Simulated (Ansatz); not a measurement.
# A self-consistent single point of Be2B (Fm-3m, 3 atoms in the cell) with Ansatz

Method: LDA (PW92), default PAW files made with PBE (plane waves; Ansatz, a first-principles code).

Input as run:

Ansatz 0.2 input:
```yaml
crystal:
  lattice:
    - [0.000000, 2.293741, 2.293741]
    - [2.293741, 0.000000, 2.293741]
    - [2.293741, 2.293741, 0.000000]
  atoms:
    - { symbol: Be, position_ang: [3.440611, 3.440611, 3.440611] }
    - { symbol: Be, position_ang: [1.146870, 1.146870, 1.146870] }
    - { symbol: B, position_ang: [0.000000, 0.000000, 0.000000] }
basis:
  ecutwfc: 420.0 eV
kpoints:
  mp_grid: { grid: [12, 12, 12] }
hamiltonian:
  xc: lda
  pseudopotentials: { kind: paw }
scf:
  occupations: { method: fermi_dirac, width: 0.1 eV }
output:
  forces: true
  eigenvalues: true
  stress: true
```

Output, abridged:

```
WARN the atoms were moved onto the symmetric positions of the space group found under crystal.symmetry.tolerance 1.0e-5 (fractional …
WARN ansatz: RAYON_NUM_THREADS=1 ignored (pool sized by the plan → 1); use --threads N
Pseudopotentials: kind: paw
Pseudopotential: Be, paw, valence charge 2
Pseudopotential: B, paw, valence charge 3
Crystal: 3 atoms, lattice volume = 24.136 Å³
Basis set: ecut = 420 eV, 459 PW (Γ)
Bands: 8, of which v1, the nominal top of the filled ones, is band 4 counted from 1 (3 counted from 0)
Symmetry: 48 space group operations
Space group: Fm-3m (ITA 225), of the structure as read, at distance tolerance 2.9e-5 Å
k-points: 72 of 1728
PAW frozen core: Be, regenerated for the run's functional, and the local potential with it
PAW frozen core: B, regenerated for the run's functional, and the local potential with it
Initial density: superposition of atomic densities (neutral atoms: chi_scale 0, normalization atom), corrected by the library's trained network
Initial wavefunctions: pseudopotential atomic-orbital guess
Eigensolver: davidson
Functional: x = slater, c = lda
SCF iter   1: F=—  HF=-326.088547 eV  |F-HF|=—  |Δ(HF+E_count)|=         —  Δρ=2.94e-3  dr2=1.85e-3  ethr=1.77e-3  ⟨swp⟩=5.0  Hψ=4409  notcnv=0
all-band conjugate gradients solve this SCF's bands
preconditioner: auto → none
SCF iter   2: F=—  HF=-326.087924 eV  |F-HF|=—  |Δ(HF+E_count)|=   6.22e-4  Δρ=1.25e-3  dr2=1.94e-4  ethr=2.64e-5  ⟨swp⟩=1.0  Hψ=1155  notcnv=0
SCF iter   3: F=—  HF=-326.087843 eV  |F-HF|=—  |Δ(HF+E_count)|=   8.09e-5  Δρ=3.31e-4  dr2=1.55e-5  ethr=2.78e-6  ⟨swp⟩=1.0  Hψ=576  notcnv=0
SCF iter   4: F=—  HF=-326.087838 eV  |F-HF|=—  |Δ(HF+E_count)|=   5.87e-6  Δρ=7.27e-6  dr2=7.26e-9  ethr=2.21e-7  ⟨swp⟩=1.0  Hψ=576  notcnv=0
iter 5 did not close the SCF: its close was put off for the readings that it lacked (scf_convergence_deferred on its scf_iter line)
SCF iter   5: F=-326.087838 eV  HF=-326.087838 eV  |F-HF|=4.70e-10  |Δ(HF+E_count)|=   1.14e-9  Δρ=1.67e-6  dr2=6.18e-10  ethr=1.04e-10  ⟨swp⟩=2.1  Hψ=825  notcnv=0
SCF iter   6: F=-326.087838 eV  HF=-326.087838 eV  |F-HF|=4.43e-12  |Δ(HF+E_count)|=  2.43e-10  Δρ=1.44e-7  dr2=5.99e-12  ethr=8.83e-12  ⟨swp⟩=1.1  Hψ=1673  notcnv=0
SCF 1 converged in 6 iterations: F = -326.087838 eV  dr2 = 5.99e-12
SCF converged after 6 iterations
Free energy (F): -326.087838 eV
Harris-Foulkes:  -326.087838 eV  (|F-HF|=4.43e-12)
Internal energy: -326.062522 eV  (E = F + TS)
E sigma→0 (E₀):  -326.075180 eV
Entropy (-TS):   -0.025316 eV (-8.439 meV/atom)
Fermi energy:    6.569437 eV
--- Per-component energies (eV) ---
  E_band       = 15.894747
  E_kinetic    = 89.669959
  E_local      = -25.474836  (includes V_loc(G=0)·N_el)
  E_nonlocal   = 21.932748
  E_hartree    = 7.669498
  E_xc         = -70.875428
  E_vxc        = -79.277737  (∫ρ·V_xc dr)
  E_paw        = -182.875176  (= ΣΔE_a)
  E_vpaw       = -6.294369  (= ΣTr[D̂ρ^β])
  E_aug_tail   = -0.000004  (compensation charges beyond the density's cutoff)
  E_ewald      = -166.215692
  E_core_change = 0.106409  (= ΣΔE_core)
  E_smearing   = -0.025316  (= −TS)
  E_closure    = 0.000000  (closes the sum)
  Σ components = -326.087838   (vs F -326.087838, Δ=0.00e0)
--- Forces (eV/Å), atoms counted from 1 ---
  atom   1  Be     0.00000000    -0.00000000    -0.00000000
   [... zero for the other atoms too ...]
  max |Σ_I F_I| component: 1.57e-16 eV/Å
--- Stress (GPa, compression-positive) ---
       -7.564217       0.000000      -0.000000
        0.000000      -7.564217      -0.000000
       -0.000000      -0.000000      -7.564217
  P = ⅓ Tr σ = -7.5642 GPa (-75.642 kbar)
  The stress holds the Pulay correction. Without it, at fixed plane waves, as pw.x and ABINIT print it: P = -7.6722 GPa
--- Band table (eV; the first three rows and the last of 72) ---
  k-point 0: bands = ["-4.5700", "9.3302", "9.3302", "9.3302", "10.9810", "10.9810", "10.9810", "17.3646"]
  k-point 1: bands = ["-4.4623", "8.0462", "8.9347", "8.9347", "11.4551", "11.4551", "12.0457", "17.2606"]
  k-point 2: bands = ["-4.1395", "6.1467", "8.3092", "8.3092", "12.1801", "12.1801", "13.3127", "17.1562"]
  k-point 71: bands = ["0.1484", "2.5108", "2.7624", "2.7624", "14.1025", "15.6400", "15.6400", "16.4887"]
```

The run converged in 6 iterations.

The starting cell comes from a database of computed structures (which also holds hypothetical and non-ambient phases and stackings), without a prior relaxation at this level. Its lattice was rescaled by up to half a per cent. With a pressure of about -8 GPa the cell is away from its equilibrium volume at this level. Ansatz's pressure includes its estimate of the finite-basis (Pulay) stress.
